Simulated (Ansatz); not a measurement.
System: Ge-vacancy pair (Ge on one host Al site, one Al site vacant) in zinc-blende AlP (charge state -2). Computed with PBE, PAW (plane waves to 420 eV; Ansatz, a program for electronic structure).

Cell of 64 host sites held at the relaxed PBE lattice; a 2×2×2 k-point mesh shifted by half a step; Fermi-Dirac width 0.01 eV, spin-restricted; finite-size errors left in. No zero-point or tunnelling terms. The charge state is imposed; whether it is stable for some Fermi level was not computed. Forms of the defect that were not tried may lie lower.

Barriers: single points on a 3×3×3 k-point mesh shifted by half a step at the bands' geometries.

Relaxed starting cell (atoms counted from 1):

```xyz
63
Lattice="11.0165 0.0000 0.0000 0.0000 11.0165 0.0000 0.0000 0.0000 11.0165" Properties=species:S:1:pos:R:3 pbc="T T T"
Ge    -0.0796     0.0471     0.0500
Al     0.0760     0.0637     5.4477
Al     0.0760     5.4446     0.0667
Al    -0.0750     5.4367     5.4393
Al     5.5013     0.0142     0.0175
Al     5.5049     0.0107     5.4945
Al     5.5048     5.4919     0.0134
Al     5.4998     5.4932     5.4964
P      1.2722     1.4796     4.0428
P      1.3614     1.3748     9.6678
P      1.3705     6.8678     4.1206
P      1.3666     6.8756     9.6402
P      6.9069     1.3829     4.1243
P      6.8851     1.3819     9.6475
P      6.8784     6.8849     4.1257
P      6.8867     6.8826     9.6417
Al    -0.0298     2.7609     8.2540
Al    -0.0298     8.2504     2.7642
Al     0.0205     8.2427     8.2451
Al     5.5033     2.7558     2.7593
Al     5.5049     2.7542     8.2658
Al     5.5049     8.2631     2.7570
Al     5.5040     8.2565     8.2598
P      1.2722     4.0395     1.4824
P      1.3700     4.1177     6.8711
P      1.3609     9.6648     1.3781
P      1.3673     9.6374     6.8784
P      6.9062     4.1213     1.3860
P      6.8787     4.1228     6.8879
P      6.8857     9.6445     1.3849
P      6.8863     9.6387     6.8855
Al     2.6924     0.0917     2.8430
Al     2.7452    -0.0136     8.2584
Al     2.6904     5.4449     2.6819
Al     2.7403     5.4898     8.2577
Al     8.3154     0.0389     2.6994
Al     8.2618     0.0312     8.2471
Al     8.3129     5.4476     2.8353
Al     8.2683     5.4939     8.2628
P      4.1094     1.3815     1.3844
P      4.1225     1.3836     6.8926
P      4.1223     6.8899     1.3861
P      4.1231     6.8792     6.8823
P      9.7621     1.4689     1.4715
P      9.6384     1.3796     6.8593
P      9.6384     6.8562     1.3828
P      9.6417     6.8791     6.8818
Al     2.6926     2.8403     0.0945
Al     2.6901     2.6795     5.4481
Al     2.7443     8.2557    -0.0107
Al     2.7408     8.2547     5.4925
Al     8.3145     2.6964     0.0418
Al     8.3132     2.8322     5.4506
Al     8.2624     8.2442     0.0341
Al     8.2679     8.2600     5.4968
P      4.1064     4.1261     4.1291
P      4.1186     4.1135     9.6435
P      4.1186     9.6407     4.1162
P      4.1314     9.6417     9.6449
P      9.7182     4.0305     4.0336
P      9.6420     4.1337     9.6623
P      9.6423     9.6591     4.1368
P      9.6429     9.6280     9.6307
```
Cell charge -2.

End state 1 differs by these moves (Å; atoms that move under 0.08 Å are left out):

| atom | element | Δx | Δy | Δz |
|---|---|---|---|---|
| 1 | Ge | 0.13 | 0.00 | -0.13 |
| 2 | Al | -0.06 | -0.05 | 0.05 |
| 4 | Al | 0.09 | 0.05 | 0.06 |
| 5 | Al | -0.05 | 0.05 | 0.06 |
| 7 | Al | -0.06 | -0.06 | -0.09 |
| 9 | P | 0.11 | -0.10 | 0.06 |
| 10 | P | 0.11 | 0.09 | 0.09 |
| 17 | Al | 0.07 | -0.06 | 0.06 |
| 20 | Al | -0.05 | -0.08 | -0.07 |
| 21 | Al | -0.05 | 0.08 | 0.04 |
| 24 | P | 0.21 | 0.00 | -0.21 |
| 32 | Al | 0.15 | 0.00 | -0.15 |
| 33 | Al | -0.04 | 0.05 | 0.05 |
| 35 | Al | 0.10 | -0.04 | 0.05 |
| 36 | Al | -0.05 | -0.05 | 0.04 |
| 38 | Al | -0.05 | 0.04 | -0.10 |
| 40 | P | -0.06 | 0.10 | -0.11 |
| 44 | P | -0.09 | -0.09 | -0.11 |
| 48 | Al | -2.60 | 0.00 | 2.60 |
| 49 | Al | 0.07 | 0.08 | 0.05 |
| 52 | Al | -0.06 | 0.06 | -0.07 |
| 53 | Al | -0.04 | -0.08 | 0.05 |
| 57 | P | -0.08 | -0.08 | 0.07 |
| 60 | P | -0.07 | 0.08 | 0.08 |

Give the forward and backward barriers to end state 1 at the level PBE, PAW.

forward 1.62 eV, backward 1.62 eV; at the saddle point atom 48 has neighbours P at 2.25, P at 2.60, P at 2.62, P at 2.70, P at 2.73 Å. The saddle point's order was not checked.

End state 2 differs by these moves (Å; atoms that move under 0.08 Å are left out):

```csv
atom,element,Δx,Δy,Δz
2,Al,-0.15,-0.15,0.00
3,Al,-0.11,0.06,-0.05
4,Al,0.05,0.06,0.06
5,Al,0.06,-0.11,0.05
6,Al,0.06,0.05,-0.05
9,P,0.07,-0.12,0.09
13,P,0.06,-0.10,-0.09
18,Al,-0.08,0.06,0.08
20,Al,0.05,-0.07,0.08
22,Al,0.05,0.05,-0.07
24,P,0.08,0.08,-0.10
30,P,0.08,0.08,0.10
32,Al,0.06,-0.08,-0.08
34,Al,0.05,0.05,0.08
36,Al,2.65,2.65,0.00
38,Al,-0.07,0.05,-0.08
44,P,-0.23,-0.23,0.00
48,Al,0.06,-0.10,-0.06
49,Al,0.05,0.05,0.05
53,Al,-0.14,-0.14,0.00
54,Al,-0.10,0.06,0.06
55,Al,0.05,0.05,-0.05
60,P,-0.10,0.06,0.09
62,P,-0.12,0.07,-0.09
```

Estimate the forward and backward barriers to end state 2 that PBE, PAW returns for this input.

forward 1.67 eV, backward 1.67 eV; at the saddle point atom 36 has neighbours P at 2.30, P at 2.60, P at 2.64, P at 2.67, P at 2.71 Å. The saddle point's order was not checked.

End state 3 differs by these moves (Å; atoms that move under 0.08 Å are left out):

```tsv
atom	element	Δx	Δy	Δz
1	Ge	0.10	-0.05	-0.03
2	Al	-0.06	-0.06	0.05
4	Al	0.14	0.15	0.00
7	Al	-0.06	0.10	0.05
8	Al	-0.05	-0.06	-0.05
9	P	0.11	-0.08	0.09
11	P	0.11	-0.07	-0.09
18	Al	0.06	-0.06	0.08
20	Al	-0.05	0.07	0.08
22	Al	-0.06	-0.06	-0.07
24	P	0.21	0.20	0.00
32	Al	0.07	-0.06	-0.08
34	Al	-2.60	-2.61	0.01
36	Al	-0.06	-0.06	0.07
38	Al	-0.05	0.06	-0.08
42	P	-0.09	-0.09	0.09
44	P	-0.11	-0.09	-0.09
49	Al	0.15	0.14	0.00
50	Al	0.10	-0.06	0.04
51	Al	-0.06	-0.05	-0.05
52	Al	-0.06	0.09	-0.05
53	Al	-0.05	-0.06	0.04
56	P	-0.06	0.10	-0.09
60	P	-0.06	0.10	0.09
```

What forward and backward barriers to end state 3 does PBE, PAW give?

forward 1.66 eV, backward 1.37 eV; at the saddle point atom 34 has neighbours P at 2.26, P at 2.57, P at 2.59, P at 2.77, P at 2.78 Å. The saddle point's order was not checked.
